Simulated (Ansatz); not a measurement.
Input and output of a relaxation of cell and atoms for CsYbBr3 (P1, 5 atoms in the cell) (Ansatz, a program for electronic structure).

Method of the run: PBEsol, PAW files made with PBE (plane waves; Ansatz).

```
CELL_PARAMETERS angstrom
      5.73731     0.00000     0.00000
      0.00000     5.73731     0.00000
      0.00000     0.00000     5.73731
ATOMIC_POSITIONS crystal
  Cs 0.00040 0.00139 0.99988
  Yb 0.50055 0.49963 0.49546
  Br 0.99992 0.50010 0.50314
  Br 0.50120 0.00080 0.50260
  Br 0.49792 0.49808 0.99891
```

Reference input (self-consistent single point, DFT, PBEsol, plane waves, PAW files made with PBE): kpoints.mp_grid.grid = 3 3 3; hamiltonian.xc = pbesol; hamiltonian.pseudopotentials = {kind: paw} (an earlier, softer set of the program's PAW files); scf.occupations.method = fermi_dirac; scf.occupations.width = 0.02 eV. This run's input differs from it in these lines:

```diff
@@ -18,2 +18,4 @@
   occupations: { method: fermi_dirac, width: 0.02 eV }
+relax:
+  cell: {}
 output:
```

Output (repeated stretches shortened):

```
   [... SCF lines of the steps left out ...]
relax step   1: F+E_penalty+E_count = -27481.59032186 eV  Δ(F+E_penalty+E_count) = +0.000e0 eV  max|allowed force component| = 5.824e-2 eV/Å  Δτ_max = 0.0000 Å  P = -1.073 GPa  Ω = 188.853 Å³  (13 SCF iters, dr2 threshold 1.00e-7 eV, accepted)
relax step   2: F+E_penalty+E_count = -27481.61818305 eV  Δ(F+E_penalty+E_count) = -2.786e-2 eV  max|allowed force component| = 4.340e-2 eV/Å  Δτ_max = 0.0073 Å  P = -0.529 GPa  Ω = 183.607 Å³  energy of the carried Pulay correction = +8.502e-4 eV  [...]
   [... lines left out ...]
relax step   4: F+E_penalty+E_count = -27481.62677323 eV  Δ(F+E_penalty+E_count) = -2.801e-4 eV  max|allowed force component| = 1.007e-3 eV/Å  Δτ_max = 0.0111 Å  P = +0.000 GPa  Ω = 179.237 Å³  energy of the carried Pulay correction = +1.577e-3 eV  [...]
relax step   5: F+E_penalty+E_count = -27481.62520057 eV  Δ(F+E_penalty+E_count) = +1.573e-3 eV  max|allowed force component| = 9.929e-4 eV/Å  Δτ_max = 0.0000 Å  P = -0.002 GPa  Ω = 179.237 Å³  stress off target by 2.86e-3 GPa  SCF on the basis [...]
basis re-selected at this cell: Δ(F+E_penalty+E_count) = +1.573e-3 eV, ΔP = -0.003 GPa vs the last step
Free energy (F): -27481.625201 eV
Internal energy: -27481.625200 eV  (E = F + TS)
E sigma→0 (E₀):  -27481.625200 eV
Entropy (-TS):   -0.000000 eV (-0.000 meV/atom)
Fermi energy:    7.311220 eV
--- Forces (eV/Å), atoms counted from 1 ---
  atom   1  Cs    -0.00019849    -0.00051151     0.00048926
  atom   2  Yb    -0.00008054     0.00021688     0.00062199
  atom   3  Br    -0.00002157     0.00005504    -0.00099323
  atom   4  Br    -0.00020685    -0.00023433    -0.00086951
  atom   5  Br     0.00050624     0.00047473     0.00074999
--- Stress (GPa, compression-positive) ---
   [... lines left out ...]
  cell:  # Å, volume = 179.2374 Å³
   [... lines left out ...]
    - { symbol: Yb, position: [0.5000121495726869, 0.49998958899189816, 0.49984013874887945] }
    - { symbol: Br, position: [-3.5216594919256056e-6, 0.5000119705432561, 0.500355405661657] }
    - { symbol: Br, position: [0.5001697710838147, -2.500636919518955e-5, 0.5002739397486179] }
    - { symbol: Br, position: [0.4996990238944715, 0.49973471882552584, -7.405096448905374e-5] }
```

The run converged. 

Summary of the result:
- Free energy E − TS (on the zero of these files) = -27481.6252 eV
- Gap on the k-point mesh = 0.52 eV
- Pressure = 0.00 GPa
- Largest force (vector length) = 0.001 eV/Å
- Final cell = a = 5.638 Å, b = 5.638 Å, c = 5.638 Å, α = 90.00°, β = 90.00°, γ = 90.00°
- Final volume per atom = 35.85 Å³
- Relaxation steps = 5

The starting cell comes from a database of computed structures (which also holds hypothetical and non-ambient phases and stackings), without a prior relaxation at this level. Its atoms were displaced at random from the sites of space group no. 221. Spin-orbit coupling is off. The f electrons are in the valence without U or exact exchange, which can misplace them near the Fermi level. Spin-orbit terms, which matter for f shells, are left out. Ansatz's pressure includes its estimate of the finite-basis (Pulay) stress.

Cost on one core of a shared machine: roughly 40 s.

Keys are those of Ansatz 0.2.
